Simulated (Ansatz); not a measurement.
Results of r²SCAN+rVV10 (Ansatz, a quantum-chemistry and plane-wave program, PAW) for Al2Cu (I4/mcm, No. 140).

Input file:

Ansatz 0.2 input:
```yaml
crystal:
  lattice:
    - [-2.9929399812, 2.9929399812, 2.3965171741]
    - [2.9929399812, -2.9929399812, 2.3965171741]
    - [2.9929399812, 2.9929399812, -2.3965171741]
  atoms:
    - { symbol: Al, position: [0.6593153356, 0.1593153356, 0.8186306712] }
    - { symbol: Al, position: [0.1593153356, 0.3406846644, 0.5] }
    - { symbol: Al, position: [0.8406846644, 0.6593153356, 0.5] }
    - { symbol: Al, position: [0.3406846644, 0.8406846644, 0.1813693288] }
    - { symbol: Cu, position: [0.75, 0.75, 0.0] }
    - { symbol: Cu, position: [0.25, 0.25, 0.0] }
basis:
  ecutwfc: 560
  ecutrho_ratio: 4
  xc_grid: 3
kpoints:
  mp_grid: { grid: [14, 14, 14] }
hamiltonian:
  xc: r2scan
  dispersion: rvv10
  pseudopotentials: { kind: paw }
scf:
  occupations: { method: fermi_dirac, width: 0.05 }
  convergence: { dr2_threshold: 0.0000000006 }
output:
  forces: true
  stress: true
  eigenvalues: true
```

Output (set-up and result lines):

```
Crystal: 6 atoms, lattice volume = 85.869 Å³
Basis set: ecut = 560 eV, 2581 PW (Γ), exchange–correlation on 120×120×120 points (27 copies of the dense FFT grid, shifted against one another)
Bands: 31, of which v1, the nominal top of the filled ones, is band 25 counted from 1 (24 counted from 0)
Symmetry: 16 space group operations
Space group: I4/mcm (ITA 140), of the structure as read, at distance tolerance 4.4e-5 Å
k-points: 244 of 2744
Functional: x = r2scan, c = r2scan + rvv10(b = 11.95, C = 0.0093); τ floored in thin density (d = 2e-4 eV/Å³)
SCF iter   1: F=—  HF=-15421.338320 eV  |F-HF|=—  |Δ(HF+E_count)|=         —  Δρ=2.75e-2  dr2=4.99e-1  dr2_τ=2.02e-2
SCF iter   2: F=—  HF=-15421.374335 eV  |F-HF|=—  |Δ(HF+E_count)|=   3.60e-2  Δρ=2.10e-2  dr2=1.93e-1  dr2_τ=2.44e-3
  ...
SCF iter   9: F=—  HF=-15421.304241 eV  |F-HF|=—  |Δ(HF+E_count)|=   1.47e-8  Δρ=1.51e-6  dr2=2.31e-9  dr2_τ=9.14e-12
SCF iter  10: F=-15421.304241 eV  HF=-15421.304241 eV  |F-HF|=3.64e-12  |Δ(HF+E_count)|=  1.95e-10  Δρ=2.34e-7  dr2=4.97e-11  dr2_τ=3.46e-13
SCF 1 converged in 10 iterations: F = -15421.304241 eV  dr2 = 4.97e-11
SCF converged after 10 iterations
Free energy (F): -15421.304241 eV
Internal energy: -15421.288956 eV  (E = F + TS)
E sigma→0 (E₀):  -15421.296598 eV
Fermi energy:    10.872875 eV
--- Forces (eV/Å), atoms counted from 1 ---
  atom   1  Al     0.00073311     0.00073311     0.00000000
  atom   2  Al    -0.00073311     0.00073311     0.00000000
  atom   3  Al     0.00073311    -0.00073311     0.00000000
  atom   4  Al    -0.00073311    -0.00073311    -0.00000000
  atom   5  Cu     0.00000000    -0.00000000    -0.00000000
  atom   6  Cu    -0.00000000    -0.00000000     0.00000000
--- Stress (GPa, compression-positive) ---
        0.007012       0.000000       0.000000
        0.000000       0.007012      -0.000000
        0.000000      -0.000000       0.000584
  P = ⅓ Tr σ = 0.0049 GPa (0.049 kbar)
```

The PAW data were made under PBE.

Cost on a shared machine: around 70 core-seconds (rough).
